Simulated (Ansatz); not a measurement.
# CdS under a change: tensor shear ε_xz = +1.33 %

The reference is CdS in the wurtzite structure (space group P6_3mc, No. 186; a = 4.124 Å, c = 6.708 Å). Axes: x lies along a and z along c of the hexagonal cell.

Now apply this change: a pure shear with ε_xz = ε_zx = 0.0133; the atoms relax in the strained cell.

Level of theory: Ansatz (a first-principles code), PBEsol, PAW, cutoff 420 eV, scalar-relativistic without spin-orbit coupling. Settings: 9×9×5 k-points, 0.05 eV Fermi–Dirac smearing.

| quantity | base | changed | shift |
|---|---|---|---|
| volume per atom | 24.71 Å³ | 24.70 Å³ | -0.004 Å³ |
| space group | P6_3mc (No. 186) | Cc (No. 9) | – |
| shortest interatomic distance | 2.521 Å | 2.520 Å | -0.001 Å |
| energy relative to the base (free energy F) | 0 meV/atom | +0.8 meV/atom | +0.8 meV/atom |
| pressure (mean of the normal stresses, compression positive) | 0.00 GPa | -0.01 GPa | -0.01 GPa |
| band gap | 1.09 eV | 1.06 eV | -0.03 eV |
| gap character | direct at Γ | direct at Γ | – |
| electron mass | 0.11 mₑ along c, 0.12 mₑ across (at Γ) | 0.11 mₑ along z, 0.12 mₑ across (at Γ) | – |
| valence-band top at Γ (three highest levels, from the VBM) | 0.00, 0.00, -0.05 eV | 0.00, -0.03, -0.10 eV | – |
| stress (xx, yy, zz, yz, xz, xy; compression positive) | – | (-0.03, 0.00, 0.01, 0.00, -0.40, 0.00) GPa | – |

Masses are band curvatures over ±0.01 Å⁻¹ around the edge. Stability against distortions was not tested. k-point labels follow each cell's own Brillouin zone.
